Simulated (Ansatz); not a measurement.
Functionals compared on NH2 on the 1x1 (10-10) surface of wurtzite ZnO (cut with top plane O + Zn), one in a 2x1 cell, started at the site 'bridge Zn-Zn (span 3.3 Å) #2', in Ansatz (plane waves, PAW). The structure was relaxed with PBE; the other rows are single points on it, each with its references at the same level. Cutoff 420 eV (500 eV for r2SCAN). The points keep PBE's geometry, so the relaxation of a polaron and the settling of charge on one site are left out.

Host crystal: wurtzite ZnO, with a band gap (PBE, scalar-relativistic without spin-orbit coupling).

Set-up: 35 atoms, 9.4 Å thick at the start under the adsorbate (thin: gaps and levels are the slab's own); mesh 3x4x1; 0.01 eV smearing; dipole correction on; 16 atoms held, the rest relaxed; no symmetry held; spin-polarised, ending with about 1.0 μB a cell, a value that depends on the mesh; orders that need a larger cell were not tried, no spin-orbit, no U, no dispersion correction. Its gap by band count is narrow, 0.07 eV on this mesh, and the smearing reaches across it. At the end it is bonded to Zn. In PBE it is, or lies within 0.03 eV of, the lowest of the starts that converged. These notes are the PBE run's. RPBE: The program's check for a lower electronic state was not made. r2SCAN: The program's check for a lower electronic state was not made. Adsorption energies are against NH3(g) − ½ H2(g). A negative adsorption energy means that the adsorbate is more stable on the surface than in its reference.

```json
[
 {"functional": "PBE", "adsorption energy (eV)": "1.46", "rough cost of the single point": "–"},
 {"functional": "RPBE", "adsorption energy (eV)": "(withheld)", "rough cost of the single point": "around 4 core-minutes (rough)"},
 {"functional": "r2SCAN", "adsorption energy (eV)": "1.33", "rough cost of the single point": "very roughly 9 core-minutes"}
]
```

Problem. What belongs in the gaps?

Solution. 
- RPBE, adsorption energy (eV): 1.53

Ansatz is an electronic-structure program.
